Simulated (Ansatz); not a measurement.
A computed series for Al2O3: response to strain

The parent structure is Al2O3 in the corundum structure (space group R-3c, No. 167; a = 4.809 Å, c = 13.124 Å (hexagonal axes)).

Strains are applied to the cell and any free atomic positions relax.

The values are results of PBE (Ansatz, an electronic-structure program), scalar-relativistic without spin-orbit coupling, not measurements.

Notes on the quantities. pressure: mean of the normal stresses, compression positive.

```csv
change,volume per atom,pressure,width of the top valence band,band gap,electron mass
base,8.76 Å³,0.00 GPa,0.60 eV,5.85 eV,"0.38 mₑ along c, 0.36 mₑ across (at Γ)"
isotropic strain −3.00 %,8.00 Å³,25.25 GPa,0.71 eV,7.00 eV,"0.44 mₑ along c, 0.40 mₑ across (at Γ)"
isotropic strain −2.25 %,8.18 Å³,18.02 GPa,0.68 eV,6.70 eV,"0.42 mₑ along c, 0.39 mₑ across (at Γ)"
isotropic strain −1.50 %,8.37 Å³,11.43 GPa,0.65 eV,6.41 eV,"0.41 mₑ along c, 0.38 mₑ across (at Γ)"
isotropic strain −0.75 %,8.57 Å³,5.45 GPa,0.62 eV,6.13 eV,"0.40 mₑ along c, 0.37 mₑ across (at Γ)"
```

Effective masses come from finite differences of ±0.01 Å⁻¹. No phonon test of stability was made.
